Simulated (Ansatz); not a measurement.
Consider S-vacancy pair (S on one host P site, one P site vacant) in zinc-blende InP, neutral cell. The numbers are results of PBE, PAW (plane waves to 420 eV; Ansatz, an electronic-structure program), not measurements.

Cell of 64 host sites held at the relaxed PBE lattice; one k-point at (0.250, 0.250, 0.250); Fermi-Dirac width 0.05 eV, spin-restricted; finite-size errors left in. Energies are static. PBE gaps are too small, and in this host the defect's levels may merge with the bands. The charge state is imposed; whether it is stable for some Fermi level was not computed. Forms of the defect that were not tried may lie lower. On the k-point mesh the defect's levels are only partly filled at one site or more.

Barriers: single points on a 2×2×2 k-point mesh shifted by half a step at the bands' geometries (they differ from the bands' own by up to 0.14 eV, and are uncertain by about as much).

The step: a nearby P atom hops onto the vacant site (S-vacancy distance between ideal sites 4.21 Å throughout). Atoms about the jump, Cartesian Å from the middle of the jump, before and after:

```csv
atom,x0,y0,z0,x1,y1,z1
P1,1.40,-1.40,0.07,-1.40,1.40,-0.07
In2,-2.73,0.10,1.04,-3.07,0.14,1.42
In3,-0.37,0.01,-1.21,0.24,-0.30,-1.55
In4,-0.48,3.17,1.11,-0.10,3.03,1.47
In5,-0.02,-2.99,1.51,0.42,-2.45,1.48
S6,-1.54,-1.44,3.03,-1.57,-1.33,3.05
```

Task: Where do these atoms stand at the saddle point, and how high is it?

Result: 
```tsv
atom	x	y	z
P1	-0.70	0.34	0.55
In2	-3.08	0.00	1.45
In3	0.39	-0.43	-1.69
In4	-0.22	2.88	1.26
In5	-0.11	-2.40	1.41
S6	-1.75	-1.42	3.31
```
It lies 1.48 eV above the start and 1.48 eV above the end. The program found a first-order saddle point.
